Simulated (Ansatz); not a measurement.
The reference is TiPt$_{3}$ in the Cu3Au type structure (space group Pm-3m, No. 221; a = 3.948 Å; relaxed with 0.1 eV smearing). Axes: x, y, z lie along the cube axes.

Calculations: plane-wave PAW DFT at the PBE level (Ansatz, a quantum-chemistry and plane-wave program, 420 eV), scalar-relativistic without spin-orbit coupling.

It is then changed as follows: the cell is scaled by 1.0180 in all directions, atoms relaxed at fixed cell.

**Question.** Predict the stress tensor and what it implies for the stiffness.

**Answer.** Stress of the strained cell less that of the base (GPa, compression positive):
```
  -11.0     0.0     0.0
    0.0   -11.0     0.0
    0.0     0.0   -11.0
```

Then B = −ΔP/(ΔV/V₀) with ΔV/V₀ = 0.0550 gives secant stiffness values (nonlinear terms included at this strain): B ≈ 200 GPa.

As a check, the harmonic strain energy −½ V₀ Δσ:ε is 28 meV/atom; the computed energy rise is 31 meV/atom.

Whether these cells are dynamically stable was not tested. The final runs are not spin-polarised.
